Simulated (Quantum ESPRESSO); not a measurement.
A self-consistent single point of BP (F-43m, 2 atoms in the cell) with Quantum ESPRESSO.

Method of the run: PBE, PSlibrary ultrasoft (PBE) pseudopotentials (plane waves; Quantum ESPRESSO).

The change in words: lattice scaled by 1.03. Reference geometry:
```
CELL_PARAMETERS angstrom
      0.00000     2.27831     2.27831
      2.27831     0.00000     2.27831
      2.27831     2.27831     0.00000
ATOMIC_POSITIONS crystal
  B  0.00000 0.00000 0.00000
  P  0.25000 0.25000 0.25000
```

Reference input (self-consistent single point, DFT, PBE, plane waves, PSlibrary ultrasoft (PBE) pseudopotentials): ecutwfc = 50 Ry; ecutrho = 350 Ry; occupations = fixed; potentials = {B: B.pbe-n-rrkjus_psl.1.0.0.UPF, P: P.pbe-n-rrkjus_psl.1.0.0.UPF}; K_POINTS = automatic 8 8 8 1 1 1; nbnd = 12; conv_thr = 1e-08 Ry. This run's input differs from it in these lines:

```diff
@@ -10,3 +10,3 @@
    ibrav = 0,
-   celldm(1) = 6.088721495,
+   celldm(1) = 6.271382579,
    nat = 2,
```

Log, with long lists cut:

```
     Self-consistent Calculation

     iteration #  1     ecut=    50.00 Ry     beta= 0.70

     total energy              =     -20.38393194 Ry
     estimated scf accuracy    <       0.12621671 Ry

     iteration #  2     ecut=    50.00 Ry     beta= 0.70

     total energy              =     -20.40671130 Ry
     estimated scf accuracy    <       0.03180706 Ry

     iteration #  3     ecut=    50.00 Ry     beta= 0.70

     total energy              =     -20.41365023 Ry
     estimated scf accuracy    <       0.00097804 Ry

     iteration #  4     ecut=    50.00 Ry     beta= 0.70

     total energy              =     -20.41377297 Ry
     estimated scf accuracy    <       0.00001398 Ry

     iteration #  5     ecut=    50.00 Ry     beta= 0.70

     total energy              =     -20.41377554 Ry
     estimated scf accuracy    <       0.00000027 Ry

     iteration #  6     ecut=    50.00 Ry     beta= 0.70
     End of self-consistent calculation

     highest occupied, lowest unoccupied level (ev):     7.7940    9.4713

!    total energy              =     -20.41377562 Ry
     estimated scf accuracy    <          6.2E-09 Ry

     convergence has been achieved in   6 iterations

     Forces acting on atoms (cartesian axes, Ry/au):

     atom    1 type  1   force =     0.00000000   -0.00000000   -0.00000000
     atom    2 type  2   force =    -0.00000000    0.00000000   -0.00000000

     Total force =     0.000000     Total SCF correction =     0.000000

          total   stress  (Ry/bohr**3)                   (kbar)     P=     -125.28
  -0.00085165  -0.00000000  -0.00000000         -125.28       -0.00       -0.00
   0.00000000  -0.00085165   0.00000000            0.00     -125.28        0.00
  -0.00000000   0.00000000  -0.00085165           -0.00        0.00     -125.28

   JOB DONE.
```

The run converged in 6 iterations. Against the reference run the free energy rises by 47.7 meV/atom, the pressure goes from -0.59 to -12.53 GPa and the gap on the mesh goes from 1.583 to 1.677 eV.

The starting cell comes from a database of computed structures (which also holds hypothetical and non-ambient phases and stackings), without a prior relaxation at this level. Its lattice was rescaled by a random factor within 2.5 % of one. For this run, on top of that: lattice scaled by 1.03. The shifted mesh does not hold Γ, so a gap read on it misses any band edge there.
